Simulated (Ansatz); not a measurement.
The starting structures come from a database of crystals and need not be the phases stable at ambient conditions.

The decay constant κ of evanescent states in the gap governs leakage through a thin film.

Given:

```
CELL_PARAMETERS angstrom
      6.73097     0.03246     0.10186
     -2.02875     6.64537    -0.09001
      3.02631    -2.14037     5.28565
ATOMIC_POSITIONS crystal
  W  0.00000 0.00000 0.20580
  W  0.00000 0.00000 0.79420
  Cl 0.21285 0.84554 0.31634
  Cl 0.78715 0.15446 0.68366
  Cl 0.25460 0.81566 0.78053
  Cl 0.74540 0.18434 0.21947
  Cl 0.75050 0.69490 0.21047
  Cl 0.24950 0.30510 0.78953
  Cl 0.24950 0.30510 0.26608
  Cl 0.75050 0.69490 0.73392
```

Space group of this cell: C2/m. The cell was relaxed by PBE-D3(BJ).

Transport runs along the normal of the first two printed cell vectors.

The gap is the functional's own. No spin-orbit coupling. Mid-gap values are interpolated on the energy grid.

**Question.** State the band gap and the smallest decay constant κ at mid-gap according to r2SCAN in Ansatz (a program for electronic structure).

**Answer.** Gap 0.37 eV on a 6×6×6 mesh; κ = 0.247 1/Å, at (-0.333, 0.333) of the in-plane reciprocal vectors. At the zone centre, at the nearest computed energy, the slowest state has κ = 0.34 1/Å.
